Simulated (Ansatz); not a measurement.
Take ZnCu in the CsCl type structure (space group Pm-3m, No. 221; a = 2.9085 Å; relaxed with 0.1 eV smearing) as the base.

Calculations: Ansatz (an electronic-structure program) PBEsol, no SOC.

Strains are applied to the cell and any free atomic positions relax.

One change was made to it. Results:

```tsv
quantity	base	after
pressure	0.0 GPa	-3.8 GPa
energy relative to the base (free energy F)	0 meV/atom	+4.5 meV/atom
```

Problem. Name the change that was made.
A) isotropic strain +1.00 %
B) isotropic strain +1.50 %
C) isotropic strain +0.50 %
D) isotropic strain +3.00 %

Solution. A, isotropic strain +1.00 %. For comparison, the energy relative to the base in the other runs: isotropic strain +0.50 % gives +1.2 meV/atom; isotropic strain +1.50 % gives +10 meV/atom; isotropic strain +3.00 % gives +38 meV/atom.

Whether these cells are dynamically stable was not tested. The final runs are not spin-polarised.
